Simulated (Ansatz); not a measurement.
# SnO, response to strain

The parent structure is SnO (space group P4/nmm, No. 129; a = 3.7685 Å, c = 4.5571 Å; layered, stacked along the Cartesian z axis; relaxed with 0.1 eV smearing).

Strains are applied to the cell and any free atomic positions relax.

All numbers come from DFT with PBEsol-D3(BJ), PAW potentials and a 420 eV plane-wave cutoff in Ansatz (an electronic-structure program), spin-orbit coupling left out.

Notes on the quantities. pressure: mean of the normal stresses, compression positive.

| isotropic strain (%) | pressure (GPa) |
|---|---|
| -3 | 6.7 |
| -2.4 | 5.1 |
| -1.8 | 3.6 |
| -1.2 | 2.3 |
| -0.6 | ? |
| 0 | 0.0 |

### Question
Fit P = P₀ − Bδ + Cδ² with δ = (1 + ε)³ − 1 to the rows shown and predict the withheld row.

### Answer
Least squares on the printed values gives P₀ = 0.0 GPa, B = 55.2 GPa (at held cell shape), C = 245 GPa (largest residual 0.0 GPa); this predicts 1.1 GPa, and the run gives 1.1 GPa, in agreement.

Whether these cells are dynamically stable was not tested. All final runs are without spin polarisation.
